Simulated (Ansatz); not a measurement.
Defect migration in zinc-blende BAs: interstitial As, charge state -1. All values below come from PBE, PAW (plane waves to 420 eV; Ansatz, an electronic-structure program).

Settings: 64 host sites, the relaxed PBE lattice, one k-point at (0.250, 0.250, 0.250), smearing 0.01 eV, spin-restricted, no image-charge correction. Static, classical nuclei. The charge state is imposed; whether it is stable for some Fermi level was not computed. Sites that were not tried may lie lower.

Barriers: single points on a 2×2×2 k-point mesh shifted by half a step at the bands' geometries.

Relaxed starting cell (atoms counted from 1):

```
CELL_PARAMETERS angstrom
      9.61897     0.00000     0.00000
      0.00000     9.61897     0.00000
      0.00000     0.00000     9.61897
ATOMIC_POSITIONS crystal
  B  0.99874 0.00290 0.00224
  B  0.97412 0.98714 0.51720
  B  0.00195 0.49935 0.00241
  B  0.99902 0.49798 0.49983
  B  0.50784 0.99707 0.99078
  B  0.50190 0.99808 0.50290
  B  0.49745 0.50041 0.00078
  B  0.50518 0.50690 0.50379
  As 0.01633 0.08184 0.34005
  As 0.12432 0.12459 0.87600
  As 0.12404 0.62417 0.37635
  As 0.12448 0.62426 0.87644
  As 0.62425 0.12401 0.37541
  As 0.62399 0.12432 0.87006
  As 0.62399 0.62445 0.37441
  As 0.62437 0.62438 0.87638
  B  0.96552 0.26073 0.24159
  B  0.00011 0.24874 0.75011
  B  0.99905 0.74992 0.25477
  B  0.00071 0.74932 0.75116
  B  0.50508 0.25240 0.24914
  B  0.49983 0.24981 0.75247
  B  0.50205 0.74522 0.25062
  B  0.49819 0.74951 0.75215
  As 0.12310 0.36971 0.13198
  As 0.12519 0.37081 0.62229
  As 0.12540 0.88123 0.13296
  As 0.12232 0.87605 0.62500
  As 0.62561 0.37724 0.12236
  As 0.62359 0.37582 0.62790
  As 0.62359 0.87186 0.12316
  As 0.62446 0.87227 0.62813
  B  0.28503 0.98859 0.23992
  B  0.24889 0.00008 0.75098
  B  0.25039 0.50000 0.25385
  B  0.24800 0.49890 0.74995
  B  0.74500 0.99700 0.24939
  B  0.74793 0.99943 0.75356
  B  0.74674 0.50469 0.25046
  B  0.75074 0.49935 0.75216
  As 0.39138 0.12204 0.11220
  As 0.37911 0.12346 0.63107
  As 0.37209 0.62459 0.12562
  As 0.37347 0.62578 0.62652
  As 0.85899 0.12772 0.11272
  As 0.86742 0.12420 0.63203
  As 0.87663 0.62502 0.12598
  As 0.87447 0.62248 0.62680
  B  0.25051 0.24737 0.00221
  B  0.27302 0.25967 0.51247
  B  0.24783 0.75125 0.00271
  B  0.24896 0.75057 0.50028
  B  0.74275 0.25312 0.99000
  B  0.74627 0.25045 0.50286
  B  0.75146 0.74891 0.00138
  B  0.74318 0.74124 0.50511
  As 0.38745 0.38690 0.38034
  As 0.37242 0.37419 0.87582
  As 0.38356 0.86725 0.37693
  As 0.37280 0.87342 0.87539
  As 0.86358 0.38096 0.37629
  As 0.87587 0.37541 0.87472
  As 0.86118 0.86116 0.38097
  As 0.87569 0.87473 0.87675
  As 0.22879 0.16649 0.33338
```
Cell charge -1.

End state 1 differs by these moves (Å; atoms that move under 0.08 Å are left out):

| atom | element | Δx | Δy | Δz |
|---|---|---|---|---|
| 2 | B | 0.12 | -0.13 | 0.00 |
| 3 | B | -0.05 | 0.08 | -0.11 |
| 5 | B | -0.08 | 0.05 | 0.11 |
| 9 | As | 0.63 | -0.63 | 0.00 |
| 17 | B | 0.22 | 0.23 | -0.02 |
| 25 | As | -0.01 | 0.21 | -0.19 |
| 26 | As | -0.02 | 0.08 | 0.08 |
| 27 | As | 0.02 | -0.21 | -0.19 |
| 28 | As | 0.02 | -0.08 | 0.07 |
| 33 | B | -0.24 | -0.22 | 0.02 |
| 41 | As | -0.21 | 0.01 | 0.19 |
| 42 | As | -0.08 | 0.02 | -0.08 |
| 45 | As | 0.21 | -0.02 | 0.19 |
| 46 | As | 0.08 | -0.02 | -0.07 |
| 50 | B | -0.13 | 0.13 | 0.00 |
| 51 | B | 0.05 | -0.08 | -0.12 |
| 53 | B | 0.08 | -0.05 | 0.12 |
| 65 | As | -0.60 | 0.60 | 0.00 |

### Question
Give the forward and backward barriers to end state 1 at the level PBE, PAW.

### Answer
forward 0.81 eV, backward 0.81 eV; at the saddle point atom 9 has neighbours As at 2.25, As at 2.45; B at 1.91, 2 B at 2.45 Å. The saddle point's order was not checked, and it lies on a symmetry element of the cell, where a band can be held.
